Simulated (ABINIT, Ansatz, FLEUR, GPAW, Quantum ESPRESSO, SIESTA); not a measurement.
AlN (P6_3mc, 4 atoms in the cell) computed with different codes at matched settings

Self-consistent single point.

```xyz
4
Lattice="3.1286 0.0000 0.0000 -1.5643 2.7094 0.0000 0.0000 0.0000 5.0170" Properties=species:S:1:pos:R:3 pbc="T T T"
Al     1.5643     0.9031     2.5049
Al     0.0000     1.8063     5.0134
N      1.5643     0.9031     4.4185
N      0.0000     1.8063     1.9100
```

Shared settings, as Ansatz (an electronic-structure program) writes them: kpoints.mp_grid.grid = 6 6 3; scf.occupations.method = fermi_dirac; scf.occupations.width = 0.02 eV. Potentials and cutoffs stand in the table.

| code | model | pressure (GPa) | largest force (eV/Å) | gap on the mesh (eV) | cutoff |
|---|---|---|---|---|---|
| Quantum ESPRESSO | PBE, PseudoDojo standard norm-conserving (PBE) pseudopotentials | -0.09 | 0.003 | 4.054 | 85 Ry |
| FLEUR | PBE, all-electron FLAPW (FLEUR), scalar-relativistic valence | – | – | 4.066 | Kmax 4.6 1/bohr |
| Ansatz | PBE, default PAW files | -0.25 | 0.004 | 4.047 | 420 eV |
| GPAW | PBE, GPAW PAW datasets PBE (gpaw-data 1.0.1) | – | 0.003 | 4.063 | 950 eV |
| ABINIT | PBE, PAW (JTH v2.0 PBE PAW) | 0.63 | 0.004 | 4.037 | 26 Ha |
| SIESTA | GGA PBE, numerical atomic orbitals TZP, PseudoDojo PBE standard norm-conserving potentials (rewritten from UPF to PSML) | 0.98 | 0.022 | 4.166 | grid 300 Ry |

A dash marks a value that a program does not give, or that is left out as unsure.

Gaps are read on the mesh.

The spread over the programs that give each value: pressure within 1.23 GPa; largest force within 0.019 eV/Å; gap on the mesh within 0.129 eV.

SIESTA uses small atom-centred bases, whose incompleteness enters pressures, forces and empty levels differently from a plane-wave cutoff. FLEUR treats all electrons, but the usual bases taken here (sphere radii, linearisation, local orbitals, empty states) were not tested for convergence, so the values are no reference for the others. Ansatz's pressure is given at a fixed set of plane waves, as the other plane-wave codes print theirs; with its correction for the finite basis it is 0.24 GPa (the shift of 0.49 GPa shows how far the cutoff is from converged). The pressure of GPAW is left out: its cutoff lies under the one at which its stress was checked. In the pressure, SIESTA (by 1.07) lies more than 1 GPa from the median of the plane-wave programs.

On the base mesh (10 10 6) the same programs gave: Ansatz pressure -0.24 GPa, gap on the mesh 4.047 eV; Quantum ESPRESSO pressure -0.08 GPa, gap on the mesh 4.055 eV; ABINIT pressure 0.64 GPa, gap on the mesh 4.038 eV; GPAW gap on the mesh 4.064 eV; FLEUR gap on the mesh 4.066 eV; SIESTA pressure 1.00 GPa, gap on the mesh 4.167 eV.

The starting cell comes from a database of computed structures (which also holds hypothetical and non-ambient phases and stackings), without a prior relaxation at this level.

Left out of this page: CP2K (on another mesh).

Keys are those of Ansatz 0.2.
